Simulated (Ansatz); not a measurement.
## Convergence series on NaLaC₂O₆ (Pmc2_1, 20 atoms in the cell)

```xyz
20
Lattice="5.1744 0.0000 0.0000 0.0000 6.4528 0.0000 0.0000 0.0000 7.2264" Properties=species:S:1:pos:R:3 pbc="T T T"
Na     2.5872     0.1116     5.0769
Na     2.5872     6.3412     1.4637
La     0.0000     4.0801     3.6347
La     0.0000     2.3727     0.0215
C      2.5872     3.4451     1.2576
C      2.5872     3.0077     4.8708
C      0.0000     5.9280     6.6297
C      0.0000     0.5248     3.0165
O      2.5872     2.3165     0.6424
O      2.5872     4.1363     4.2555
O      4.0783     6.3650     3.2834
O      1.0960     0.0879     6.8966
O      1.0960     6.3650     3.2834
O      4.0783     0.0879     6.8966
O      3.7157     2.4445     5.1366
O      1.4587     4.0084     1.5234
O      1.4587     2.4445     5.1366
O      3.7157     4.0084     1.5234
O      0.0000     4.7605     6.0686
O      0.0000     1.6923     2.4555
```

Method of the run: PBEsol, default PAW files made with PBE (plane waves; Ansatz, a first-principles code).

The starting cell comes from a database of computed structures (which also holds hypothetical and non-ambient phases and stackings), without a prior relaxation at this level. Its lattice was rescaled by a random factor within 2.5 % of one. Ansatz's pressure includes its estimate of the finite-basis (Pulay) stress.

Held fixed: kpoints.mp_grid.grid = 4 3 3; hamiltonian.xc = pbesol; hamiltonian.pseudopotentials = {kind: paw} (the program's default PAW files); scf.occupations.method = fixed.

ΔF is the free energy per atom less that of the last row (61.7 Ry).

The first pressure column holds Ansatz's estimate of the finite-basis (Pulay) stress, which hides part of the cutoff error; the other is without it.

The series runs over basis.ecutwfc = 12.5 Ry; 15.4 Ry; 18.4 Ry; 21.7 Ry; 24.6 Ry; 27.9 Ry; 30.9 Ry; 35.6 Ry; 40.1 Ry; 46.3 Ry; 54 Ry; 61.7 Ry.

From which setting on does the energy stay within 10 meV/atom of the last one?

From basis.ecutwfc = 30.9 Ry on; the one before it is off by 23 meV/atom.

From which setting on does the gap on the mesh stay within 0.05 eV of the last one?

From basis.ecutwfc = 21.7 Ry on; the one before it is off by 0.14 eV. The value it settles on is 4.08 eV at this level of theory and with the other settings as held.

```csv
basis.ecutwfc,ΔF (meV/atom),pressure (GPa),largest force (eV/Å),gap on the mesh (eV),pressure at a fixed set of plane waves (GPa),plane waves,iterations
12.5 Ry,9317.6,-7.58,1.217,4.385,-316.37,1241,10
15.4 Ry,3760.1,-1.48,0.575,4.285,-169.30,1675,10
18.4 Ry,1343.5,0.00,0.613,4.225,-78.40,2191,9
21.7 Ry,383.2,0.59,0.613,4.105,-29.37,2781,9
24.6 Ry,111.0,-0.48,0.348,4.082,-11.22,3357,9
27.9 Ry,23.5,-0.82,0.226,4.082,-3.68,4063,9
30.9 Ry,5.2,-0.89,0.207,4.083,-1.58,4749,9
35.6 Ry,1.18,-0.89,0.204,4.083,-0.93,5837,9
40.1 Ry,0.84,-0.90,0.203,4.083,-0.92,6945,9
46.3 Ry,0.42,-0.91,0.201,4.083,-0.93,8643,9
54 Ry,0.21,-0.91,0.200,4.083,-0.92,10917,9
61.7 Ry,0.00,-0.91,0.200,4.084,-0.93,13305,9
```

Gaps are taken between levels on the mesh.

Keys are those of Ansatz 0.2.
